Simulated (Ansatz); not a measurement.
What pressure 50 GPa does to Nb

Start from Nb in the bcc (W type) structure (space group Im-3m, No. 229; a = 3.2712 Å).

Perturbation: a hydrostatic pressure of 50 GPa.

Computed with PBEsol/PAW in Ansatz (a quantum-chemistry and plane-wave program), scalar-relativistic without spin-orbit coupling, earlier PAW set. Γ-centred 20×20×20 mesh, Fermi–Dirac width 0.05 eV.

The volume per atom decreases by 3.06 Å³ (17.50 Å³ → 14.44 Å³) and the density grows by 1.87 g/cm³ to 10.68 g/cm³. The shortest interatomic distance shrinks by 0.176 Å (2.833 Å → 2.657 Å) and the band gap is still zero.

Cost of the whole job for the changed cell (relaxation, final SCF and bands): very roughly 16 core-seconds.

Load acts through the strain it causes; cell and atoms are relaxed under it. Stability against distortions was not tested. No other phases were tried under pressure. The final runs are not spin-polarised.
